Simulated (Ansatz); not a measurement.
Bond-angle distributions (per cent of the angles at each element, bins of 10°) of a relaxed model of amorphous Al$_{28}$O$_{47}$Ta$_{2}$ at 3.62 g/cm³. These are PBE, scalar-relativistic without spin-orbit coupling (plane waves to 420 eV, PAW; Ansatz, a first-principles code) values and carry that method's errors.

The cell was made by melting and quenching with the CHGNet potential and then relaxed with DFT. O atoms were pushed apart under 1.9 Å during the dynamics, to hinder bonds among them. The hot cell started wider than the set density and was brought back towards it in steps. It is the lowest in DFT energy of 2 quenches. It is a model cell: composition and starting density were chosen by hand, and all elements were melted together. No dispersion term was used. Its density started from a set value of 3.62 and ended at 3.62 g/cm³. Cooling (nominally 340 K/ps over its main leg) ran many orders faster than in experiment, which tends to leave more defects and strain. A cell of this size samples the disorder only roughly. The volume was held where the preparation left it and the shape relaxed, at a PBE pressure of 1.3 GPa. Stress components on the final sampling reach 1.4 GPa.

Cut-offs for bonds: Al-Al 2.66 Å, Al-O 2.24 Å, Al-Ta 2.89 Å, O-O 1.58 Å, O-Ta 2.60 Å, Ta-Ta 3.12 Å. Two cations that share two anions don't count as bonded, nor two that share one unless they lie closer than Al-Al 2.59 Å, Al-Ta 2.81 Å, Ta-Ta 3.04 Å.

```csv
angle (°),at Al,at O,at Ta
50-60,0,0,0
60-70,0,0,0
70-80,5,0,23
80-90,20,4,17
90-100,22,19,20
100-110,19,10,13
110-120,14,26,3
120-130,5,20,3
130-140,4,12,3
140-150,2,6,0
150-160,3,1,13
160-170,5,1,3
170-180,1,0,0
```

They go with these counts of neighbours within the cut-offs, cation contacts included: Al mean 4.6, most often 4; O mean 3.0, most often 3; Ta mean 6.0, most often 6.
